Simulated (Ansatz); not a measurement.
System: single layer of ZrS2 (symmetry P-3m1 as a slab, 3 atoms a cell), relaxed.

Consider the following.

```xyz
3
Lattice="3.6859 0.0000 0.0000 1.8429 3.1921 0.0000 0.0000 0.0000 22.8700" Properties=species:S:1:pos:R:3 pbc="T T T"
S      0.0000     0.0000    12.8829
Zr     3.6859     2.1280    11.4350
S      1.8429     1.0640     9.9871
```

The image is the density of sample states between the Fermi level and the bias.

Mesh 18×18×1, no spin-orbit coupling, no spin polarisation; biases count from the run's Fermi level.

Give the constant-current image of the upper face at a sample bias of +1.0 V from a Fermi level inside the gap (empty states up to 0.4 eV over the conduction edge) over one cell, by PBE, Tersoff-Hamann images (Ansatz, an electronic-structure program). The set point is the mean density 3.5 Å over the top atom.

Corrugation 0.60 Å, highest over S1 and the sites alike, lowest over Zr2 and the sites alike. Tip height over the top atom in Å, x and y in fractions of the first two vectors:

```
|@@@@%#*+=--=+*#%@@|
|@@@@%#*+=-:-=+*#%@|
|%@@%%#*+=:..:=+*#%|
|%%%%%#*+=:. .:=+*#|
|##%%##*+=:.  .:=+*|
|**###**+=:.   .:=+|
|++****++=-.    .-=|
|=++***++=-:.....:-|
|==++++++==--::::--|
|===+++++==========|
|++++++++++++++++++|
|*+++++++++++******|
|#***++++++***#####|
|%##**+++++**##%%%%|
|%%%#**++++**#%%%@@|
|@@%%#*++=++*#%%@@@|
|@@@%#*++==++*#%@@@|
|@@@%%#*+===+*#%%@@|
```
Scale: ten equal steps from 3.12 (start of ' ') to 3.72 (end of '@'), in the order ' .:-=+*#%@'; x runs from 0.000 to 0.944, y from 0.000 (bottom) to 0.944 (top).
